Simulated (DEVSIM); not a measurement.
Device: abrupt Si n-p junction, at 300 K.

Layer 1 from the left is Si, thickness (μm) 5.00, Nd (cm⁻³) 9.6e18, τn (s) 0.00042, τp (s) 0.00042. Layer 2 from the left is Si, thickness (μm) 81.0, Na (cm⁻³) 3.3e17, τn (s) 0.00042, τp (s) 0.00042.

Left contact: ohmic. Right contact: ohmic. Voltage is applied to the left contact. Recombination: SRH at mid-gap, radiative, Auger. Mobility is μmin + (μ − μmin)/(1 + (N/Nref)^α).

Constants are typed, rounded textbook-type inputs, not results; the design itself was drawn at random and stands for no fabricated device. Values at 300 K.

Si: gap (eV) 1.124, affinity (eV) 4.05, permittivity 11.7, Nc (cm⁻³) 2.86e19, Nv (cm⁻³) 3.1e19, μn (cm²/Vs) 1417, μp (cm²/Vs) 470, μn,min 52, μp,min 45, Nref,n 9.7e16, Nref,p 2.2e17, αn 0.68, αp 0.72, B (cm³/s) 4.7e-15, Cn (cm⁶/s) 2.8e-31, Cp (cm⁶/s) 9.9e-32.

Question: Estimate by hand the built-in potential, the peak field at zero bias, and compare with a numerical solution.

Answer: 
- Built-in potential: ni = √(Nc Nv) exp(−Eg/2kT) = 1.08e10 cm⁻³ with Eg = 1.124 eV; Vbi = kT/q ln(Na Nd/ni²) = 0.978 V; numerical 0.978 V.
- Peak field at zero bias: depletion approximation: W = √(2εVbi/(qN)) = 0.0630 μm with N = 3.19e17 cm⁻³; field = 2Vbi/W = 311000 V/cm; numerical 315000 V/cm (estimate below by 1.4 %).

DEVSIM, 1D drift-diffusion, Boltzmann statistics, complete ionisation; no tunnelling, impact ionisation, image-force lowering or self-heating.
